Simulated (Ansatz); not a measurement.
An Ansatz (an electronic-structure program) run: Ir with a change (uniaxial strain ε_zz = +1.50 %); r2SCAN (Ansatz), without spin-orbit coupling.

Input:

Ansatz 0.2 input:
```yaml
crystal:
  lattice:
    - [0, 1.9225011113, 1.951338628]
    - [1.9225011113, 0, 1.951338628]
    - [1.9225011113, 1.9225011113, 0]
  atoms:
    - { symbol: Ir, position: [0, 0, 0] }
basis: { ecutwfc: 500, ecutrho_ratio: 4, xc_grid: 4, fft_grid_basis: typed }
kpoints: { mp_grid: { grid: [29, 29, 29] } }
hamiltonian:
  xc: r2scan
  dispersion: none
  pseudopotentials: { kind: paw }
scf: { occupations: { method: fermi_dirac, width: 0.1 }, convergence: { dr2_threshold: 0.0000000001 } }
relax: { f_tol: 0.005, max_steps: 50 }
output: { forces: true, stress: true }
checkpoint: { write: state.ck, write_every: 1000 }
```

Output (explanatory and most iteration lines left out):

```
Relaxation: its limit of steps is 50 (relax.max_steps)
Pseudopotential: Ir, paw, valence charge 17
Crystal: 1 atoms, lattice volume = 14.424 Å³
Basis set: ecut = 500 eV, 339 PW (Γ), exchange–correlation on 80×80×80 points (64 copies of the dense FFT grid, shifted against one another)
Bands: 13, of which v1, the nominal top of the filled ones, is band 9 counted from 1 (8 counted from 0)
Symmetry: 16 space group operations
Space group: I4/mmm (ITA 139), of the structure as read, at distance tolerance 2.4e-5 Å
k-points: 1800 of 24389
Functional: x = r2scan, c = r2scan; τ floored in thin density (d = 2e-4 eV/Å³)
SCF iter   1: F=—  HF=-11948.706089 eV  |F-HF|=—  |Δ(HF+E_count)|=         —  Δρ=1.10e-2  dr2=7.63e-3  dr2_τ=3.49e-2  ethr=1.77e-3  ⟨swp⟩=5.1  Hψ=135706  notcnv=0
SCF iter   2: F=—  HF=-11948.731245 eV  |F-HF|=—  |Δ(HF+E_count)|=   2.52e-2  Δρ=5.15e-3  dr2=8.35e-4  dr2_τ=4.45e-4  ethr=4.49e-5  ⟨swp⟩=2.0  Hψ=53953  notcnv=0
SCF 1 converged in 8 iterations: F = -11948.732036 eV  dr2 = 2.00e-12
relax step   1: F+E_penalty+E_count = -11948.73203582 eV  Δ(F+E_penalty+E_count) = +0.000e0 eV  max|allowed force component| = 0.000e0 eV/Å  Δτ_max = 0.0000 Å  (8 SCF iters, accepted)
Crystal: 1 atoms, lattice volume = 14.424 Å³
SCF iter   1: F=—  HF=-11948.732036 eV  |F-HF|=—  |Δ(HF+E_count)|=         —  Δρ=1.46e-7  dr2=2.00e-12  dr2_τ=1.29e-13  ethr=1.00e-12  ⟨swp⟩=1.6  Hψ=137726  notcnv=0
SCF iter   2: F=-11948.732036 eV  HF=-11948.732036 eV  |F-HF|=1.82e-12  |Δ(HF+E_count)|=  7.28e-12  Δρ=8.45e-8  dr2=4.82e-13  dr2_τ=4.84e-14  ethr=1.00e-12  ⟨swp⟩=3.0  Hψ=58146  notcnv=0
SCF 2 converged in 2 iterations: F = -11948.732036 eV  dr2 = 4.82e-13
SCF converged after 2 iterations
Free energy (F): -11948.732036 eV
Internal energy: -11948.703008 eV  (E = F + TS)
E sigma→0 (E₀):  -11948.717522 eV
Entropy (-TS):   -0.029028 eV (-29.028 meV/atom)
Fermi energy:    24.938014 eV
--- Forces (eV/Å), atoms counted from 1 ---
  atom   1  Ir     0.00000000     0.00000000     0.00000000
--- Stress (GPa, compression-positive) ---
       -3.505819       0.000000       0.000000
        0.000000      -3.505819       0.000000
        0.000000       0.000000      -9.017913
  P = ⅓ Tr σ = -5.3432 GPa (-53.432 kbar)
--- Relaxed structure (1 steps of the walk, 1 accepted, 0 SCFs on fresh bases) ---
  atoms:
    - { symbol: Ir, position: [0.0, 0.0, 0.0] }
```

No phonon test of stability was made. The final runs are not spin-polarised. The cell was made from Ir in the fcc (Cu type) structure (space group Fm-3m, No. 225) by this change: uniaxial strain ε_zz = +1.50 %.
